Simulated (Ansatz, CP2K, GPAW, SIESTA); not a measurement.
# One structure in several programs: Ba₃ZnN₂O (P4/mmm, 7 atoms in the cell)

Band-structure calculation.

```
Ba3ZnN2O
1.0
    4.09084     0.00000     0.00000
    0.00000     4.09084     0.00000
    0.00000     0.00000     9.16087
Ba Zn N O
3 1 2 1
Direct
  0.00000   0.00000   0.21788
  0.00000   0.00000   0.78212
  0.50000   0.50000   0.50000
  0.50000   0.50000   0.00000
  0.50000   0.50000   0.80054
  0.50000   0.50000   0.19946
  0.00000   0.00000   0.50000
```

Shared settings, as Ansatz (an electronic-structure program) writes them: kpoints.mp_grid.grid = 6 6 3; scf.occupations.method = fermi_dirac; scf.occupations.width = 0.0015 Ry. Potentials and cutoffs stand in the table.

| code | model | gap along the path (eV) | smallest direct gap (eV) | cutoff |
|---|---|---|---|---|
| CP2K | PBEsol, GPW, DZVP-MOLOPT-SR-GTH basis, GTH-PBE potentials (GTH_POTENTIALS) | 0.14 | 0.22 | grid 600 Ry |
| SIESTA | GGA PBEsol, numerical atomic orbitals TZP, PseudoDojo PBEsol standard norm-conserving potentials (rewritten from UPF to PSML) | 0.55 | 0.58 | grid 350 Ry |
| GPAW | PBEsol, GPAW PAW datasets PBEsol (made by gpaw-setup) | 0.33 | 0.36 | 950 eV |
| Ansatz | PBEsol, PAW files made with PBE | 0.39 | 0.39 | default |

The spread over the programs that give each value: gap along the path within 0.41 eV; smallest direct gap within 0.36 eV.

CP2K and SIESTA use small atom-centred bases, whose incompleteness enters pressures, forces and empty levels differently from a plane-wave cutoff.

In the gap along the path, CP2K and SIESTA stand apart from the plane-wave programs.

The starting cell comes from a database of computed structures (which also holds hypothetical and non-ambient phases and stackings), without a prior relaxation at this level. Its lattice was rescaled by a random factor within 2.5 % of one.

Left out of this page: Quantum ESPRESSO (not drawn, or without a comparable value).

Keys are those of Ansatz 0.2.
